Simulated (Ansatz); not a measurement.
Functionals compared on the (331) surface of fcc Pt in its 1x1 cell, outermost plane spacing 0.91 Å in the ideal cut, in Ansatz (plane waves, PAW). The structure was relaxed with PBE; the other rows are single points on it, each with its references at the same level. Cutoff 420 eV (500 eV for r2SCAN).

Set-up: 12 atoms, 10.0 Å thick at the start (thin: gaps and levels are the slab's own); mesh 14x6x1; 0.1 eV smearing; dipole correction on; all atoms relaxed; held to the part of the start's symmetry that mesh and held atoms allow; no spin, no spin-orbit, no U. These notes are the PBE run's.

```
functional  surface energy (J/m²)  work function of the top face (eV)           rough cost of the single point
----------  ---------------------  ----------------------------------  ---------------------------------------
PBE                          1.74                                5.33                                        –
LDA                          2.35                                5.72              very roughly 3 core-minutes
PBEsol                       2.16                                5.45  about 2.9 core-minutes (a rough figure)
RPBE                         1.48                                5.17    about 3 core-minutes (a rough figure)
r2SCAN                        ___                                 ___    about 6 core-minutes (a rough figure)
```

Task: What belongs in the gaps?

Result: 
- r2SCAN, surface energy (J/m²): 1.94
- r2SCAN, work function of the top face (eV): 5.35

Ansatz is a program for electronic structure.
